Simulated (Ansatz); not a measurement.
Phonon-limited electron mobility of Si (Fd-3m) in cm²/(V·s), LDA, finite-displacement electron-phonon coupling, linearised Boltzmann equation in Ansatz (a quantum-chemistry and plane-wave program). Condition of this run: hydrostatic pressure 2 GPa (the target of the relaxation). Geometry: relaxed with this functional, without spin-orbit coupling.

| Condition | μ |
|---|---|
| 150 K | 7400 |
| 200 K | ___ |
| 250 K | ___ |
| 300 K | 1580 |
| 350 K | 1110 |
| 400 K | 816 |
| 500 K | 490 |
| 600 K | 324 |

Question: Fill in the missing entries.

Answer: 
- 200 K, μ: 4000
- 250 K, μ: 2400

Question: What exponent p of μ ∝ T^−p fits 200 to 400 K (along x)?

Answer: p ≈ 2.3; acoustic deformation-potential scattering alone gives 1.5.

Scattering by harmonic phonons alone: no impurities, screening or carrier-carrier scattering, bands fixed at 0 K. From a coarser fine mesh the values given move by up to 6 %. The mesh was bound by memory.
